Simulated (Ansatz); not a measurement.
Data:

```
CELL_PARAMETERS angstrom
      3.12078     0.00000     0.00000
      0.00000     3.12078     0.00000
      1.56039    -1.56039     2.16142
ATOMIC_POSITIONS crystal
  Al 0.00000 0.00000 0.00000
  N  0.75000 0.75000 0.50000
```

No spin polarisation.

Computed with r2SCAN (Ansatz, a program for electronic structure; PAW; 500 eV plane waves; no spin-orbit coupling). Settings: 13×13×13 k-points, 0.05 eV Fermi–Dirac smearing.

Problem. What electron mass does the calculation give?

Solution. 0.49 mₑ along k, 0.34 mₑ across (at X).

Problem. Predict the band gap.

Solution. 3.82 eV.

The cells carry an imposed strain or load. Masses are band curvatures over ±0.01 Å⁻¹ around the edge. Along k means along the line from Γ to the band edge. Stability against distortions was not tested. The cell was made from AlN in the zinc blende structure (space group F-43m, No. 216) by this change: biaxial strain +1.00 %, plane normal [001], relaxed out of plane. This is not the structure that AlN has at room temperature and ambient pressure.
